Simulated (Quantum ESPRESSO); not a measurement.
A working Quantum ESPRESSO input for CdSe (F-43m, 2 atoms in the cell) (DFT, PBE, plane waves, PseudoDojo standard norm-conserving (PBE) pseudopotentials):

```fortran
&control
  calculation = 'scf',
  prefix = 'pwscf',
  outdir = './out',
  pseudo_dir = './',
  tprnfor = .true.,
  tstress = .true.,
/
&system
  ibrav = 0,
  nat = 2,
  ntyp = 2,
  ecutwfc = 105,
  occupations = 'smearing',
  smearing = 'gaussian',
  degauss = 0.000734986,
/
&electrons
  conv_thr = 1.0d-9,
/
ATOMIC_SPECIES
Cd   112.4140  Cd.upf
Se    78.9710  Se.upf
ATOMIC_POSITIONS angstrom
Cd    0.0000000000    0.0000000000    0.0000000000
Se    4.5151395000    4.5151395000    4.5151395000
K_POINTS automatic
5 5 5  0 0 0
CELL_PARAMETERS angstrom
   0.0000000000     3.0100930000     3.0100930000
   3.0100930000     0.0000000000     3.0100930000
   3.0100930000     3.0100930000     0.0000000000
```

The run converged in 9 iterations: free energy E − TS -8071.2604 eV; top of the valence band (on the code's own zero) 8.24 eV; gap on the k-point mesh 0.67 eV; pressure 4.82 GPa. Each of these slips is then made, one at a time:

(1)
```diff
-Cd   112.4140  Cd.upf
-Se    78.9710  Se.upf
+Cd   112.4140  Se.upf
+Se    78.9710  Cd.upf
-Cd    0.0000000000    0.0000000000    0.0000000000
-Se    4.5151395000    4.5151395000    4.5151395000
+Cd  0.0000000000    0.0000000000    0.0000000000
+Se  4.5151395000    4.5151395000    4.5151395000
```

(2)
```diff
+  electron_maxstep = 5,
```

Question: What happens in each case?

Answer: 
(1) Potential files assigned to the wrong elements. The run converged in 8 iterations, and against the sound input the pressure hardly changes (4.82 to 4.83 GPa) and the gap on the mesh stays at 0.666 eV.

(2) An iteration limit that is too low. The run ended unconverged after 5 iterations.

The starting cell comes from a database of computed structures (which also holds hypothetical and non-ambient phases and stackings), without a prior relaxation at this level. Its lattice was rescaled by a random factor within 2.5 % of one. In the base run, with a pressure of about 5 GPa the cell is away from its equilibrium volume at this level.

Left out of this page: 4 runs of the series outside the window shown, repeating another row's setting, or not comparable; 1 run of the series held back from this collection.
